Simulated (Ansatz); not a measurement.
## CdSe, pressure series

Base system: CdSe in the zinc blende structure (space group F-43m, No. 216; a = 6.1963 Å).

Cell and atoms are relaxed at each pressure.

All numbers come from PBE (Ansatz, a first-principles code; PAW; 420 eV plane waves; no SOC).

Candidates:
(a) pressure 22.5 GPa
(b) pressure 2.1 GPa
(c) pressure 0.9 GPa

Base values:

```
Quantity    Value
--------  -------
Band gap  0.49 eV
```

Q: Order them by band gap, lowest first.

A: (c) pressure 0.9 GPa (0.53 eV), (b) pressure 2.1 GPa (0.58 eV), (a) pressure 22.5 GPa (1.02 eV)

Load acts through the strain it causes; cell and atoms are relaxed under it. No phonon test of stability was made. Tetrahedral semiconductors of this kind turn to denser phases somewhere between about 1 and 50 GPa; those were not computed, so compressed cells here can lie past the real transition.
